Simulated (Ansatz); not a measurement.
SrPtAs (P6_3/mmc), PBEsol, DFPT electron-phonon coupling, linearised Boltzmann equation run with Ansatz (a first-principles code). Phonon-limited resistivity 369 μΩ·cm at 300 K along z (a = (4.24, 0.00, 0.00) Å; b = (-2.12, 3.67, 0.00) Å; c = (0.00, 0.00, 8.91) Å), 492 μΩ·cm at 400 K, current-weighted mean free path 2.2 nm.

Question: What is the classical skin depth at 100 GHz (nonmagnetic, μ₀ = 1.257×10⁻⁶ H/m)?

Answer: δ = √(ρ/(π f μ₀)) = 3060 nm.

Question: What temperature coefficient of resistance follows, and how does it compare with 1/T?

Answer: (ρ₄₀₀ − ρ₃₀₀)/(100 K × ρ₃₀₀) = 3.33×10⁻³ K⁻¹, against 1/T = 3.33×10⁻³ K⁻¹ for a resistivity proportional to T. Impurities would add a constant and lower it.

Question: Estimate the electronic thermal conductivity at 300 K by the Wiedemann-Franz law (L₀ = 2.44×10⁻⁸ W·Ω/K²).

Answer: L₀T/ρ = 2.44×10⁻⁸ × 300/(369×10⁻⁸) = 1.98 W/(m·K). Inelastic scattering puts the true Lorenz number somewhat under L₀ near and below the Debye temperature.

A metal at this level (no band gap). Only scattering by harmonic phonons is included (no impurities, grain boundaries, electron-electron scattering or thermal expansion). Spin-orbit coupling is left out, which matters with elements this heavy. Values near or above 100 μΩ·cm, or paths under about 2 nm, lie near resistivity saturation, where the Boltzmann equation overshoots. The squared frequency of the phonon mode least converged on the k mesh is uncertain by about 31 %. Halving the electron mesh (24x24x12) moves the resistivity by up to 3 % at 300 K, the mean free path by up to 7 %. Smearing 0.20 eV; phonons on a 4x4x2 q mesh, which this run doesn't test.

Computed structure with no diffraction record at hand here (it may be known, metastable or hypothetical): SrPtAs (P6_3/mmc).
